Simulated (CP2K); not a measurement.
## A self-consistent single point of CsCdCl₃ (Pm-3m, 5 atoms in the cell) with CP2K

Method of the run: CP2K with LDA (Pade form), GPW, DZVP-MOLOPT-SR-GTH basis, GTH-PADE potentials (GTH_POTENTIALS).

Input as run:

```
&GLOBAL
  PROJECT bulk
  RUN_TYPE ENERGY_FORCE
  PRINT_LEVEL MEDIUM
&END GLOBAL
&FORCE_EVAL
  METHOD Quickstep
  STRESS_TENSOR ANALYTICAL
  &DFT
    BASIS_SET_FILE_NAME BASIS_MOLOPT
    POTENTIAL_FILE_NAME GTH_POTENTIALS
    &QS
      METHOD GPW
      EPS_DEFAULT 1E-10
    &END QS
    &MGRID
      CUTOFF 500
      REL_CUTOFF 50
      NGRIDS 5
    &END MGRID
    &SCF
      SCF_GUESS ATOMIC
      EPS_SCF 1E-6
      MAX_SCF 100
      ADDED_MOS 8
      &DIAGONALIZATION
        ALGORITHM STANDARD
      &END DIAGONALIZATION
      &MIXING
        METHOD BROYDEN_MIXING
        ALPHA 0.4
        NBUFFER 12
        BETA 1.5
      &END MIXING
    &END SCF
    &KPOINTS
      SCHEME MONKHORST-PACK 5 5 5
    &END KPOINTS
    &XC
      &XC_FUNCTIONAL PADE
      &END XC_FUNCTIONAL
    &END XC
    &PRINT
      &MO
        EIGENVALUES T
        OCCUPATION_NUMBERS T
        NDIGITS 8
        FILENAME mo
        &EACH
          QS_SCF 0
        &END EACH
        ADD_LAST NUMERIC
      &END MO
      &MULLIKEN ON
      &END MULLIKEN
    &END PRINT
  &END DFT
  &SUBSYS
    &CELL
      ABC 5.32020300 5.32020300 5.32020300
      ALPHA_BETA_GAMMA 90.00000000 90.00000000 90.00000000
      PERIODIC XYZ
    &END CELL
    &COORD
      Cs       0.00000000     0.00000000     0.00000000
      Cd       2.66010150     2.66010150     2.66010150
      Cl       0.00000000     2.66010150     2.66010150
      Cl       2.66010150     0.00000000     2.66010150
      Cl       2.66010150     2.66010150     0.00000000
    &END COORD
    &KIND Cs
      BASIS_SET DZVP-MOLOPT-SR-GTH
      POTENTIAL GTH-PADE-q9
    &END KIND
    &KIND Cd
      BASIS_SET DZVP-MOLOPT-SR-GTH
      POTENTIAL GTH-PADE-q12
    &END KIND
    &KIND Cl
      BASIS_SET DZVP-MOLOPT-SR-GTH
      POTENTIAL GTH-PADE-q7
    &END KIND
  &END SUBSYS
  &PRINT
    &FORCES ON
    &END FORCES
    &STRESS_TENSOR ON
    &END STRESS_TENSOR
  &END PRINT
&END FORCE_EVAL
```

The program printed (abridged):

```
 GLOBAL| Method name                                                        CP2K
 GLOBAL| Project name                                                       bulk
 GLOBAL| Run type                                                   ENERGY_FORCE

 CELL| Volume [angstrom^3]:                                           150.586005
 CELL| Vector a [angstrom]:       5.320     0.000     0.000   |a| =     5.320203
 CELL| Vector b [angstrom]:       0.000     5.320     0.000   |b| =     5.320203
 CELL| Vector c [angstrom]:       0.000     0.000     5.320   |c| =     5.320203
 CELL| Angle (b,c), alpha [degree]:                                    90.000000
 CELL| Angle (a,c), beta  [degree]:                                    90.000000
 CELL| Angle (a,b), gamma [degree]:                                    90.000000
 CELL| Numerically orthorhombic:                                             YES
 CELL| Periodicity                                                           XYZ

 DFT| Spin restricted Kohn-Sham (RKS) calculation                            RKS
 DFT| Multiplicity                                                             1
 DFT| Number of spin states                                                    1
 DFT| Charge                                                                   0
 DFT| XC density smoothing                                                  NONE
 DFT| XC derivatives                                                          PW

 QS| Method:                                                                 GPW
 QS| Density plane wave grid type                        NON-SPHERICAL FULLSPACE
 QS| Number of grid levels:                                                    5
 QS| Density cutoff [a.u.]:                                                250.0
 QS| Multi grid cutoff [a.u.]: 1) grid level                               250.0
   [... lines left out ...]
 BRILLOUIN| Wavefunction type                                            COMPLEX
 BRILLOUIN| List of Kpoints [2 Pi/Bohr]                                       63
 BRILLOUIN| Number           Weight            X              Y              Z
 BRILLOUIN|     1           0.01600       -0.40000       -0.40000       -0.40000
 BRILLOUIN|     2           0.01600       -0.40000       -0.40000       -0.20000
 BRILLOUIN|     3           0.01600       -0.40000       -0.40000        0.00000
   [... 60 lines left out ...]
 *******************************************************************************

 Extrapolation method: initial_guess

 Re-scaling the density matrix to get the right number of electrons
                  # Electrons              Trace(P)               Scaling factor
                           42                42.000                        1.000

 Number of electrons:                                                         42
 Number of occupied orbitals:                                                 21
 Number of molecular orbitals:                                                29

 Number of orbital functions:                                                 78
 Number of independent orbital functions:                                     78
 SCF WAVEFUNCTION OPTIMIZATION

  Step     Update method      Time    Convergence         Total energy    Change
     1 NoMix/Diag. 0.40E+00      -     1.78230653      -111.5122622167 -1.12E+02
     2 Broy./Diag. 0.40E+00      -     0.03257227      -111.1827483680  3.30E-01
     3 Broy./Diag. 0.40E+00      -     0.09724306      -111.4650058114 -2.82E-01
     4 Broy./Diag. 0.40E+00      -     0.01823818      -111.6993335412 -2.34E-01
     5 Broy./Diag. 0.40E+00      -     0.01009305      -111.5224223629  1.77E-01
     6 Broy./Diag. 0.40E+00      -     0.00334572      -111.4578164906  6.46E-02
     7 Broy./Diag. 0.40E+00      -     0.00422614      -111.4366032227  2.12E-02
   [... 5 lines left out ...]
    13 Broy./Diag. 0.40E+00      -     0.00009686      -111.4619085554 -5.91E-04
    14 Broy./Diag. 0.40E+00      -     0.00000831      -111.4618712468  3.73E-05
    15 Broy./Diag. 0.40E+00      -     0.00000639      -111.4617982776  7.30E-05
    16 Broy./Diag. 0.40E+00      -     0.00000311      -111.4617599973  3.83E-05
    17 Broy./Diag. 0.40E+00      -     0.00000073      -111.4617490415  1.10E-05
  *** SCF run converged in    17 steps ***

  Electronic density on regular grids:        -41.9999999999        0.0000000001
  Core density on regular grids:               41.9999999956       -0.0000000044
  Total charge density on r-space grids:       -0.0000000043
  Total charge density g-space grids:          -0.0000000043

  Overlap energy of the core charge distribution:               0.00000000002346
  Self energy of the core charge distribution:               -217.31306764079488
  Core Hamiltonian energy:                                     55.11782607390186
  Hartree energy:                                              68.99908718906165
  Exchange-correlation energy:                                -18.26559466368372

  Total energy:                                              -111.46174904149163

                     Mulliken Population Analysis

 #  Atom  Element  Kind  Atomic population                           Net charge
       1     Cs       1          8.237291                              0.762709
       2     Cd       2         11.669476                              0.330524
       3     Cl       3          7.364411                             -0.364411
       4     Cl       3          7.364411                             -0.364411
       5     Cl       3          7.364411                             -0.364411
 # Total charge                             42.000000                 -0.000000

 ENERGY| Total FORCE_EVAL ( QS ) energy [hartree]           -111.461747407294339

 FORCES| Atomic forces [hartree/bohr]
 FORCES|   Atom     x               y               z               |f|
 FORCES|      1  3.52776853E-13  3.50789719E-13  3.51892051E-13   6.09370946E-13
 FORCES|      2  2.07002782E-10  2.07003249E-10  2.07003310E-10   3.58539910E-10
 FORCES|      3 -3.24766349E-13  1.18714389E-11  1.18660015E-11   1.67880471E-11
 FORCES|      4  1.18695218E-11 -3.23852857E-13  1.18702330E-11   1.67896652E-11
 FORCES|      5  1.18699708E-11  1.18718689E-11 -3.23358047E-13   1.67911297E-11
 FORCES| Sum     2.30770285E-10  2.30773494E-10  2.30768078E-10
 FORCES| Total atomic force                                       3.99706437E-10

 STRESS| Analytical stress tensor [bar]
 STRESS|                        x                   y                   z
 STRESS|      x       -3.10163555990E+04   4.31984418077E-05   4.31980376287E-05
 STRESS|      y        4.31984418077E-05  -3.10161835003E+04   4.31978999783E-05
 STRESS|      z        4.31980376287E-05   4.31978999783E-05  -3.10162773106E+04
 STRESS| 1/3 Trace                                            -3.10162721366E+04
```

The run converged in 17 iterations.

The starting cell comes from a database of computed structures (which also holds hypothetical and non-ambient phases and stackings), without a prior relaxation at this level. Its lattice was rescaled by a random factor within 2.5 % of one. Values carry the incompleteness of an atom-centred basis. With a pressure of about -3 GPa the cell is away from its equilibrium volume at this level.

Cost on one core of a shared machine: roughly 40 s.
